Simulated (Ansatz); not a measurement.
Start from GaAs in the zinc blende structure (space group F-43m, No. 216; a = 5.666 Å). Axes: x, y, z lie along the cube axes.

One thing is altered: uniaxial strain ε_yy = +1.28 %, all other strain components held at zero, atoms relaxed at fixed cell.

Levels (all Ansatz, a quantum-chemistry and plane-wave program, PAW, earlier PAW set): r2SCAN (500 eV, no spin-orbit coupling); HSE06+SOC (420 eV, noncollinear with spin-orbit coupling).

The geometry is relaxed with r2SCAN.

```
Quantity                                     Value
----------------------------  --------------------
r2SCAN band gap                            0.84 eV
r2SCAN valence-band top at Γ  0.00, 0.00, -0.08 eV
```

Task: What does HSE06+SOC give at this geometry for the band gap and valence-band top at Γ?

Result: The band gap rises by 0.27 eV to 1.11 eV; the valence-band top at Γ (three highest Kramers pairs, from the VBM) changes from 0.00, 0.00, -0.08 eV to 0.00, -0.05, -0.39 eV.

Single points use the geometry relaxed with r2SCAN. The spin-orbit shifts are approximate. Whether these cells are dynamically stable was not tested.
